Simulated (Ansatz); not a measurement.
ZnGeP2: pressure series

The parent structure is ZnGeP2 in the chalcopyrite structure (space group I-42d, No. 122; a = 5.3740 Å, c = 10.6255 Å).

Cell and atoms are relaxed at each pressure.

Calculations: Kohn–Sham DFT with the LDA functional, run in Ansatz (a first-principles code) with PAW and 420 eV plane waves, scalar-relativistic without spin-orbit coupling.

Two rows of this table had their results exchanged by mistake.

```csv
pressure,volume per atom (Å³),shortest distance (Å),band gap
pressure −2 GPa,19.64,2.334,1.04 eV
pressure −1 GPa,19.40,2.325,1.02 eV
pressure 0.9 GPa,18.32,2.281,0.93 eV
pressure 2.1 GPa,18.75,2.301,0.97 eV
pressure 4.5 GPa,18.99,2.310,0.99 eV
pressure 9 GPa,17.64,2.250,0.86 eV
pressure 15 GPa,16.89,2.216,0.78 eV
pressure 22.5 GPa,16.15,2.180,0.68 eV
pressure 30 GPa,15.53,2.150,0.59 eV
```

Which two?

The rows for pressure 0.9 GPa and pressure 4.5 GPa: the volume has to fall steadily with pressure, so 18.99 Å³ belongs to pressure 0.9 GPa and 18.32 Å³ to pressure 4.5 GPa.

Load acts through the strain it causes; cell and atoms are relaxed under it. Whether these cells are dynamically stable was not tested. No other phases were tried under pressure.
